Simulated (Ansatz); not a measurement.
Take TiAl (space group P4/mmm, No. 123; relaxed with 0.1 eV smearing) as the base.

```
TiAl
1.0
    2.81268     0.00000     0.00000
    0.00000     2.81268     0.00000
    0.00000     0.00000     4.06194
Al Ti
1 1
Cartesian
  1.40634   1.40634   2.03097
  0.00000   0.00000   0.00000
```

Cartesian axes are those of the cell as printed.

Method: Kohn–Sham DFT with the r2SCAN functional, run in Ansatz (a quantum-chemistry and plane-wave program) with PAW and 500 eV plane waves, without spin-orbit coupling, earlier PAW set.

Modification: biaxial strain −2.66 %, plane normal [001], relaxed out of plane (Cartesian); in-plane vectors clamped, the third vector and the atoms free.

Problem. What happens to the in-plane stress and out-of-plane strain?

Solution. The mean in-plane stress (compression positive) is +5.6 GPa; the out-of-plane strain comes out as +2.49 %.

Stability against distortions was not tested. The final runs are not spin-polarised.
